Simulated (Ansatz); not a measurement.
# Response to strain in Al2O3

The reference is Al₂O₃ in the corundum structure (space group R-3c, No. 167).

Al2O3 is taken in the trigonal space group R-3c, hexagonal axes (No. 167), the corundum structure, Pearson symbol hR10. Cell: a = b = 4.8088 Å, c = 13.1238 Å, α = β = 90.00°, γ = 120.00°. Al on 12c is surrounded by 3 O at 1.874 Å and 3 O at 1.991 Å (octahedral). O on 18e sees 2 Al at 1.874 Å and 2 Al at 1.991 Å. (Neighbours: up to the widest gap in distance over summed covalent radii, below 1.35, at either atom; cation-cation and far metal-metal contacts left out.)
(The calculation used a cell of 10 atoms; values per cell refer to that cell.)

Strains are applied to the cell and any free atomic positions relax.

All numbers come from Kohn–Sham DFT with the PBE functional, run in Ansatz (a quantum-chemistry and plane-wave program) with PAW and 420 eV plane waves, no spin-orbit coupling.

Notes on the quantities. energy relative to the base: free energy F; pressure: mean of the normal stresses, compression positive.

| change | energy relative to the base | pressure | band gap | volume per atom |
|---|---|---|---|---|
| base | 0 meV/atom | 0.00 GPa | 5.85 eV | 8.76 Å³ |
| isotropic strain +0.75 % | +3.1 meV/atom | -4.93 GPa | 5.58 eV | 8.96 Å³ |
| isotropic strain +1.50 % | +12 meV/atom | -9.40 GPa | 5.31 eV | 9.16 Å³ |
| isotropic strain +2.25 % | +27 meV/atom | -13.44 GPa | 5.04 eV | 9.37 Å³ |
| isotropic strain +3.00 % | +47 meV/atom | -17.07 GPa | 4.78 eV | 9.57 Å³ |

No phonon test of stability was made.
